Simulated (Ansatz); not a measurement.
# Pressure series in CsPbBr3

The parent structure is CsPbBr$_{3}$ in the cubic perovskite structure (space group Pm-3m, No. 221; a = 5.872 Å).

Cell and atoms are relaxed at each pressure.

The values are results of PBEsol/PAW in Ansatz (a program for electronic structure), spin-orbit coupling left out, not measurements.

Candidates:
(a) pressure 0.7 GPa
(b) pressure 10 GPa
(c) pressure −2 GPa
(d) pressure 1.5 GPa
(e) pressure −1 GPa

Base values:

```
Property   Result
--------  -------
Band gap  1.43 eV
```

Problem. Order them by band gap, lowest first.

Solution. (b) pressure 10 GPa (zero), (d) pressure 1.5 GPa (1.16 eV), (a) pressure 0.7 GPa (1.30 eV), (e) pressure −1 GPa (1.63 eV), (c) pressure −2 GPa (1.86 eV)

A case with no gap was solved on a k-mesh chosen for an insulator, which is coarse for it. With Pb present, leaving out spin-orbit coupling can change the band edges. Load acts through the strain it causes; cell and atoms are relaxed under it. No phonon test of stability was made. Competing high-pressure phases were not computed. The final runs are not spin-polarised. Many cubic perovskites are stable only at high temperature; tilts and polar distortions were not tested. This is not the structure that CsPbBr3 has at room temperature and ambient pressure. A zero or small gap of CsPbBr3 under pressure 10 GPa can be the functional's error rather than a property of the material.
